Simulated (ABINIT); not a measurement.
## Equation of state of rock-salt CaS (space group 225): energy against volume (ABINIT, PBE)

```xyz
2
Lattice="0.0000 2.7944 2.7944 2.7944 0.0000 2.7944 2.7944 2.7944 0.0000" Properties=species:S:1:pos:R:3 pbc="T T T"
Ca     0.0000     0.0000     0.0000
S      2.7944     2.7944     2.7944
```

Method: PBE, norm-conserving pseudopotentials (PseudoDojo nc-sr-05 PBE standard) (plane waves; ABINIT). Settings: pseudos = [Ca.upf, S.upf]; ecut = 44 Ha; ixc = 11; occopt = 3; tsmear = 0.00036749 Ha; ngkpt = 10 10 10; nshiftk = 1; shiftk = 0 0 0; potentials = PseudoDojo nc-sr-05 PBE standard; nband = 13; kptopt = 1; nstep = 60; tolvrs = 1e-11. The cell above is the first row's. The rows scale it uniformly. In all rows fractional positions and the k mesh are held. E is the free energy at the stated smearing, counted from the lowest row.

```csv
V (Å^3/atom),E (meV/atom)
21.821,17.89
22.295,7.80
22.770,1.98
23.244,0.00
23.718,1.49
24.193,6.09
24.667,13.50
25.141,23.45
25.616,?
```

Q: Using the third-order Birch-Murnaghan form, a cubic in V^(-2/3), estimate the missing E at V = 25.616 from the other rows, showing the fit.

A: With u = V^(-2/3) - 0.122, the rows have u = 0.006061, 0.004239, 0.002478, 0.000780, -0.000862, -0.002453, -0.003989, -0.005477. Least squares gives E = 0.290 - 851.7·u + 617950·u² + 266011·u³. Residuals (row less fit): 0.002, -0.004, 0.002, -0.002, 0.007, -0.004, -0.003, 0.002; standard error 0.005 (degrees of freedom: 4). Its minimum lies at u = 0.000689, so V0 = (0.122689)^(-3/2) = 23.27. There d²E/du² = 1237000 and d³E/du³ = 1596000, so B0 = (4/9) × 23.27^(-7/3) × 1237000 × 0.160218 = 57.0 GPa (the last factor turns the table's units into GPa), and B0' = 4 + (2/3) × 0.122689 × (1596000)/1237000 = 4.1. The program's pressures in the fitted runs (not shown) pass through zero at V = 23.27, 0.01 % from this V0. At the withheld row, u = -0.006922, so E = 0.290 - 851.7 × (-0.006922) + 617950 × (-0.006922)² + 266011 × (-0.006922)³ = 35.706 meV/atom. The calculation gives 35.68 meV/atom, 0.026 meV/atom below the prediction (0.1 % of the range of E in the table). The row lies outside the fitted rows, so this is an extrapolation. From the scatter of the fitted rows alone, a prediction at this place has a standard error of 0.012 meV/atom, so the miss is 2.1 times that.

Carrying the step between the two nearest rows on in a straight line would have given 33.42, off by 2.26; series whose last step already gives the withheld value aren't shown. The scan was laid around a cell of about the measured size, scaled by a guess for this functional. The runs keep the symmetry of the cell, so they don't test it for distortions. Cutoffs and mesh are single choices, not tested for convergence of this quantity. Series with a scatter that would blur these digits, or in which a gap closes, are not shown. Nor are scans whose minimum lies at an end fitted in this form.
